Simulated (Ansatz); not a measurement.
Levels about the gap of amorphous Zr20O43B2 (65 atoms in a cell of 834 Å³, 5.05 g/cm³; zone centre alone, so wide bands show as single levels with stretches between that a denser mesh fills), at the geometry that PBE relaxed, where it gives -0.1 GPa on a denser mesh. The participation number counts the atoms over which a state spreads; weights are charges in smoothed Voronoi cells. The levels come from a single point, so bond lengths are those of that geometry. Method of the levels: PBE, scalar-relativistic without spin-orbit coupling (Ansatz, an electronic-structure program). Sampling: the zone centre alone; Fermi-Dirac width 0.02 eV; no spin polarisation. At PBE the levels at the filled edge of the gap are localised (band-tail or defect states).

The cell was made by melting and quenching with the CHGNet potential and then relaxed with DFT. O atoms were pushed apart under 1.9 Å during the dynamics, to hinder bonds among them. The hot cell started wider than the set density and was brought back towards it in steps. It is the lowest in DFT energy of 2 quenches. It is a model cell: composition and starting density were chosen by hand, and all elements were melted together. No dispersion term was used. Its density started from a set value of 5.05 and ended at 5.05 g/cm³. Cooling (nominally 300 K/ps over its main leg) ran many orders faster than in experiment, which tends to leave more defects and strain. One small periodic cell is one sample of the glass; other quenches scatter about these values. The volume was held where the preparation left it and the shape relaxed, at a PBE pressure of -0.1 GPa (tension). Stress components on the final sampling reach 0.9 GPa. On a 2×2×2 Γ-centred mesh force components of up to 0.13 eV/Å stay, since the relaxation ran on the zone centre alone. Cycles of charging lowered its energy after that relaxation.

| E - E(highest filled), eV | filling | participation number | largest on | weight O | weight Zr | weight B |
|---|---|---|---|---|---|---|
| -0.43 | filled | 30.2 | O, 3 neighbours | 0.94 | 0.06 | 0.00 |
| -0.37 | filled | 21.1 | O, 2 neighbours | 0.95 | 0.05 | 0.00 |
| -0.35 | filled | 16.2 | O, 3 neighbours | 0.95 | 0.05 | 0.00 |
| -0.19 | filled | 10.5 | O, 3 neighbours | 0.95 | 0.05 | 0.00 |
| -0.09 | filled | 6.3 | O, 3 neighbours | 0.95 | 0.05 | 0.00 |
| -0.08 | filled | 13.1 | O, 2 neighbours | 0.94 | 0.05 | 0.01 |
| 0.00 | filled | 11.1 | O, 2 neighbours | 0.95 | 0.04 | 0.01 |
| 3.68 | empty | 27.8 | Zr, 7 neighbours | 0.37 | 0.63 | 0.00 |
| 3.73 | empty | 25.5 | Zr, 5 neighbours | 0.34 | 0.65 | 0.00 |
| 3.76 | empty | 18.0 | Zr, 7 neighbours | 0.32 | 0.67 | 0.00 |
| 3.96 | empty | 29.8 | Zr, 7 neighbours | 0.32 | 0.68 | 0.00 |
| 4.01 | empty | 17.4 | Zr, 7 neighbours | 0.33 | 0.66 | 0.00 |
| 4.03 | empty | 29.2 | Zr, 6 neighbours | 0.33 | 0.67 | 0.00 |
| 4.07 | empty | 25.0 | Zr, 6 neighbours | 0.34 | 0.66 | 0.00 |

Most localised among these is the filled level at -0.09 eV, on a O atom, which has 3 neighbours (Zr 2.10 Å, Zr 2.12 Å, Zr 2.17 Å).
